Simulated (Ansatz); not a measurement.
**Ge: response to strain**

The reference is Ge in the diamond structure (space group Fd-3m, No. 227).

```
CELL_PARAMETERS angstrom
      0.00000     2.83808     2.83808
      2.83808     0.00000     2.83808
      2.83808     2.83808     0.00000
ATOMIC_POSITIONS crystal
  Ge 0.00000 0.00000 0.00000
  Ge 0.25000 0.25000 0.25000
```

Cartesian axes are those of the cell as printed.

Strains are applied to the cell and any free atomic positions relax; under biaxial strain the out-of-plane vector relaxes too.

Level of theory: PBEsol (Ansatz, a program for electronic structure, PAW, scalar-relativistic without spin-orbit coupling).

Notes on the quantities. energy relative to the base: free energy F; pressure: mean of the normal stresses, compression positive.

```json
[
 {"variant": "base", "energy relative to the base": "0 meV/atom", "shortest interatomic distance": "2.458 Å", "pressure": "0.0 GPa"},
 {"variant": "biaxial strain −3.00 %, plane normal [001], relaxed out of plane", "energy relative to the base": "+17 meV/atom", "shortest interatomic distance": "2.428 Å", "pressure": "2.8 GPa"},
 {"variant": "biaxial strain −2.50 %, plane normal [001], relaxed out of plane", "energy relative to the base": "+12 meV/atom", "shortest interatomic distance": "2.433 Å", "pressure": "2.3 GPa"},
 {"variant": "biaxial strain −2.00 %, plane normal [001], relaxed out of plane", "energy relative to the base": "+7.5 meV/atom", "shortest interatomic distance": "2.438 Å", "pressure": "1.8 GPa"},
 {"variant": "biaxial strain −1.50 %, plane normal [001], relaxed out of plane", "energy relative to the base": "+4.1 meV/atom", "shortest interatomic distance": "2.443 Å", "pressure": "1.3 GPa"},
 {"variant": "biaxial strain −1.00 %, plane normal [001], relaxed out of plane", "energy relative to the base": "+1.8 meV/atom", "shortest interatomic distance": "2.448 Å", "pressure": "0.9 GPa"},
 {"variant": "biaxial strain −0.50 %, plane normal [001], relaxed out of plane", "energy relative to the base": "+0.4 meV/atom", "shortest interatomic distance": "2.453 Å", "pressure": "0.4 GPa"},
 {"variant": "biaxial strain +1.00 %, plane normal [001], relaxed out of plane", "energy relative to the base": "+1.7 meV/atom", "shortest interatomic distance": "2.468 Å", "pressure": "-0.8 GPa"},
 {"variant": "biaxial strain +1.50 %, plane normal [001], relaxed out of plane", "energy relative to the base": "+3.8 meV/atom", "shortest interatomic distance": "2.473 Å", "pressure": "-1.2 GPa"},
 {"variant": "biaxial strain +2.00 %, plane normal [001], relaxed out of plane", "energy relative to the base": "___", "shortest interatomic distance": "___", "pressure": "___"}
]
```

**Question.** What belongs in the blanks?

**Answer.** 
- biaxial strain +2.00 %, plane normal [001], relaxed out of plane, energy relative to the base: +6.7 meV/atom
- biaxial strain +2.00 %, plane normal [001], relaxed out of plane, shortest interatomic distance: 2.478 Å
- biaxial strain +2.00 %, plane normal [001], relaxed out of plane, pressure: -1.5 GPa

No phonon test of stability was made.
